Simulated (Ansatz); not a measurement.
Ir2S3 (Pbcn, No. 60), treated with LDA (Ansatz, a program for electronic structure, PAW).

Run with plane-wave cutoff 520 eV, 4×6×6 k mesh (along the axes of the cell as run), Fermi–Dirac smearing 0.01 eV, no spin polarisation, scalar-relativistic PAW data made under PBE.

Cell (relaxed at this level):

```
Ir2S3
1.0
    8.38024     0.00000     0.00000
    0.00000     5.96380     0.00000
    0.00000     0.00000     6.08502
Ir S
8 12
Cartesian
  3.27771   1.48587   0.17884
  0.91241   1.49603   3.22135
  7.46784   1.49603   5.90619
  5.10253   1.48587   2.86367
  5.10253   4.47794   5.90619
  7.46784   4.46777   2.86367
  0.91241   4.46777   0.17884
  3.27771   4.47794   3.22135
  2.93127   0.65243   2.37597
  1.25885   2.32947   5.41848
  7.12139   2.32947   3.70905
  5.44897   0.65243   0.66654
  5.44897   5.31138   3.70905
  7.12139   3.63433   0.66654
  1.25885   3.63433   2.37597
  2.93127   5.31138   5.41848
  0.00000   0.25914   1.52126
  4.19012   2.72276   4.56377
  0.00000   5.70466   4.56377
  4.19012   3.24104   1.52126
```

Predict the band gap and smallest direct gap on the k points sampled.


* **band gap**: 0.79 eV
* **smallest direct gap on the k points sampled**: 0.87 eV

Spin–orbit coupling is not included.

The computed numbers hold no vibrational or temperature effects.

Cost on a shared machine: about 11 core-minutes (a rough figure).
